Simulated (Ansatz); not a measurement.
Strongest site found for several adsorbates on hcp Co, ferromagnetic (0001).

All values below come from PBE (plane waves to 420 eV, PAW; Ansatz, a first-principles code).

Counted are starts at which the adsorbate stayed whole and on top. Thin slabs; no dispersion, zero-point or thermal terms; negative values mean binding.

```
adsorbate, area an adsorbate            reference  bonded to  E_ads (eV)  shortest bond to the host (Å)
----------------------------  -------------------  ---------  ----------  -----------------------------
S, 48 Å²                                  ⅛ S8(g)       3 Co         ___                           2.18
CH3, 22 Å²                       CH4(g) − ½ H2(g)       3 Co         ___                           2.15
C, 48 Å²                      an atom of graphite       3 Co        0.96                           1.77
Si, 5 Å²                       an atom of silicon       3 Co         ___                           2.43
```

**Question.** Fill in the missing entries.

**Answer.** 
- S, 48 Å², E_ads (eV): -2.07
- CH3, 22 Å², E_ads (eV): 0.53
- Si, 5 Å², E_ads (eV): -0.34
